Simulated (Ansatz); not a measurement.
CuI, thickness series

The reference is CuI (space group P-3m1, No. 164; a = 4.095 Å, c = 7.212 Å; a cell from a computed database, its experimental status unchecked; layered, stacked along the Cartesian z axis).

Free-standing slabs (4 atom(s) a layer) normal to the stacking axis with 15 Å of vacuum; in-plane cell relaxed.

Levels (all Ansatz, a quantum-chemistry and plane-wave program, PAW): r2SCAN+rVV10 (500 eV, spin-orbit coupling left out); HSE06 (420 eV, spin-orbit coupling left out).

Band gaps by level, all at the geometries relaxed with r2SCAN+rVV10:

```csv
case,r2SCAN+rVV10,HSE06
base,2.09 eV,2.95 eV
1 layer,2.58 eV,[?]
2 layers,2.34 eV,[?]
```

### Question
What belongs in the blanks?

### Answer

- 1 layer, HSE06: 3.38 eV
- 2 layers, HSE06: 3.18 eV

Single points use the geometry relaxed with r2SCAN+rVV10. Spin-orbit coupling, missing from the scalar runs, can matter with I. No phonon test of stability was made. All final runs are without spin polarisation. This is not the structure that CuI has at room temperature and ambient pressure.
